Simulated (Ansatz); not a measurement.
The starting structures come from a database of crystals and need not be the phases stable at ambient conditions.

 Where the default PAW files enter, the runs use the earlier of Ansatz's two default sets.

Tunnelling through a barrier is set by its complex band structure: the current falls as exp(−2κd) with the smallest κ.

Here is the system:

```yaml
crystal:
  lattice:
    - [5.93319, 0.00000, 0.00000]
    - [0.00000, 7.00646, 0.00000]
    - [0.00000, 0.00000, 4.80009]
  atoms:
    - { symbol: Tl, position: [0.37020, 0.25000, 0.95978] }
    - { symbol: Tl, position: [0.62980, 0.75000, 0.04022] }
    - { symbol: Tl, position: [0.12980, 0.75000, 0.45978] }
    - { symbol: Tl, position: [0.87020, 0.25000, 0.54022] }
    - { symbol: F, position: [0.83641, 0.56675, 0.34244] }
    - { symbol: F, position: [0.16359, 0.43325, 0.65756] }
    - { symbol: F, position: [0.66359, 0.43325, 0.84244] }
    - { symbol: F, position: [0.33641, 0.56675, 0.15756] }
    - { symbol: F, position: [0.33641, 0.93325, 0.15756] }
    - { symbol: F, position: [0.66359, 0.06675, 0.84244] }
    - { symbol: F, position: [0.16359, 0.06675, 0.65756] }
    - { symbol: F, position: [0.83641, 0.93325, 0.34244] }
    - { symbol: F, position: [0.46626, 0.75000, 0.62789] }
    - { symbol: F, position: [0.53374, 0.25000, 0.37211] }
    - { symbol: F, position: [0.03374, 0.25000, 0.12789] }
    - { symbol: F, position: [0.96626, 0.75000, 0.87211] }
```

Space group of this cell: Pnma. The cell is taken as given.

Transport runs along the normal of the first two printed cell vectors.

The gap is the functional's own. No spin-orbit coupling. Mid-gap values are interpolated on the energy grid.

Question: State the band gap and the smallest decay constant κ at mid-gap according to Ansatz (a quantum-chemistry and plane-wave program) with r2SCAN.

Answer: Gap 1.92 eV on a 6×4×6 mesh; κ = 0.230 1/Å, at the zone centre.
